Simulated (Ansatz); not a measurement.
Equilibrium lattice constant a of W2B (model structure, started from the Cu2Sb type, P4/nmm, No. 129, 6 atoms in the cell) at several levels of theory

No measured value is used here.

```
level (code)     value (Å)
---------------  ---------
LDA (Ansatz)         3.436
PBEsol (Ansatz)      3.458
r²SCAN (Ansatz)      3.470
```

Density-functional levels without +SOC have no spin–orbit coupling. LDA, PBEsol, r²SCAN: the run has no spin polarisation, so it can have missed a magnetic state. Cutoffs differ between the levels. Ansatz's density-functional and Hartree–Fock values are scalar-relativistic unless marked +SOC, with PAW data made under PBE.

A model structure was made by putting elements into a prototype or built by hand; it is no filed structure, need not be a known phase, and can be a saddle point held by its symmetry.

Ansatz is a program for electronic structure.
